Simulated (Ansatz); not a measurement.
## HgI2 in the 2H-MoS2 type structure (space group P6_3/mmc, No. 194; a hypothetical phase, not in the database extracts checked)

```yaml
crystal:
  lattice:
    - [4.15498, 0.00000, 0.00000]
    - [-2.07749, 3.59832, 0.00000]
    - [0.00000, 0.00000, 14.39113]
  atoms:
    - { symbol: Hg, position: [0.33333, 0.66667, 0.25000] }
    - { symbol: Hg, position: [0.66667, 0.33333, 0.75000] }
    - { symbol: I, position: [0.33333, 0.66667, 0.61746] }
    - { symbol: I, position: [0.66667, 0.33333, 0.11746] }
    - { symbol: I, position: [0.66667, 0.33333, 0.38254] }
    - { symbol: I, position: [0.33333, 0.66667, 0.88254] }
```

All numbers come from Ansatz (a program for electronic structure), r2SCAN+rVV10, PAW, cutoff 500 eV, no SOC, earlier PAW set. Settings: 9×9×3 k-points, 0.05 eV Fermi–Dirac smearing.

```json
{
 "volume_per_atom": "35.86 Å³",
 "density": "7.01 g/cm³",
 "band_gap": "0.66 eV, indirect, K–Γ (38 % along) → M",
 "total_energy": "-9626.343 eV/atom (σ→0; compares only within this code and set-up)"
}
```

With Hg and I present, leaving out spin-orbit coupling can change the band edges. Whether these cells are dynamically stable was not tested.
